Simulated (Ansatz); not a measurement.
Model glasses of amorphous HfO2, 52 to 58 atoms (Hf18O36 before any change). Each row is one cell at a composition chosen by hand, melted whole on the CHGNet potential with the anions pushed apart under 1.9 Å, quenched within some picoseconds, far faster than a real film, and relaxed with PBE, scalar-relativistic without spin-orbit coupling (plane waves to 420 eV, PAW; Ansatz, a program for electronic structure). Each is the lowest in DFT energy of 2 to 3 quenches. Cycles of charging and discharging were tried on some cells ahead of these points, and a cell that came back lower was taken. The column on the box says what of it was relaxed with the atoms; held means as the quench left it. Cells that kept moments or hold spare charge are left out.

Formal charges balance in every cell, with the guest at the charge named. Neighbours are the O atoms within a cut-off of 1.2 times the sum of covalent radii (1.1 times for Ti, W, Ce, La); the radius is Shannon's ionic radius for that charge at the coordination found, taken on a straight line between listed coordinations where the table lacks it, averaged where a cell holds several guest atoms. The coordination is that of the cell taken. The cells ran without spin polarisation, or with spin where the moments then died out.

```json
[
 {"guest": "Si4+", "change of the cell": "+2 O, +1 Si", "box": "held", "cut-off (Å)": "2.12", "O neighbours": "4", "ionic radius (Å)": "0.26", "mean guest-O distance (Å)": "1.64"},
 {"guest": "Ti4+", "change of the cell": "+2 O, +1 Ti", "box": "shape", "cut-off (Å)": "2.49", "O neighbours": "5", "ionic radius (Å)": "0.51", "mean guest-O distance (Å)": "1.93"},
 {"guest": "W6+", "change of the cell": "+3 O, +1 W", "box": "shape", "cut-off (Å)": "2.51", "O neighbours": "6", "ionic radius (Å)": "0.60", "mean guest-O distance (Å)": "1.94"},
 {"guest": "Sn4+", "change of the cell": "+2 O, +1 Sn", "box": "shape", "cut-off (Å)": "2.46", "O neighbours": "6", "ionic radius (Å)": "0.69", "mean guest-O distance (Å)": "2.10"},
 {"guest": "Ce4+", "change of the cell": "+1 Ce, +2 O", "box": "volume and shape", "cut-off (Å)": "2.97", "O neighbours": "9", "ionic radius (Å)": "1.02", "mean guest-O distance (Å)": "2.47"},
 {"guest": "La3+", "change of the cell": "−4 Hf, +4 La, −2 O", "box": "volume", "cut-off (Å)": "3.00", "O neighbours": "8, 6, 7, 7", "ionic radius (Å)": "1.10", "mean guest-O distance (Å)": "withheld"},
 {"guest": "K1+", "change of the cell": "+2 K, +1 O", "box": "shape", "cut-off (Å)": "3.23", "O neighbours": "6, 6", "ionic radius (Å)": "1.38", "mean guest-O distance (Å)": "2.92"}
]
```

**Question.** Fit a straight line of the last column on the one before it through the 6 full rows, and predict the withheld value for La3+.

**Answer.** Means: x = 0.743, y = 2.167. Slope = Σ(Δx Δy) / Σ(Δx²) = 0.9094 / 0.7933 = 1.146; intercept = 2.167 − (1.146) × 0.743 = 1.316 Å; r.m.s. residual 0.033 Å. Prediction: 1.316 + (1.146) × 1.10 = 2.58 Å. The run gave 2.54 Å, a miss of 0.04 Å, within twice the residual.

**Question.** What would hard spheres give for this line?

**Answer.** A slope of 1 and an intercept at the radius of O2−, 1.35 Å for two neighbours to 1.40 Å for six in Shannon's table; the fit has 1.146 and 1.316 Å.
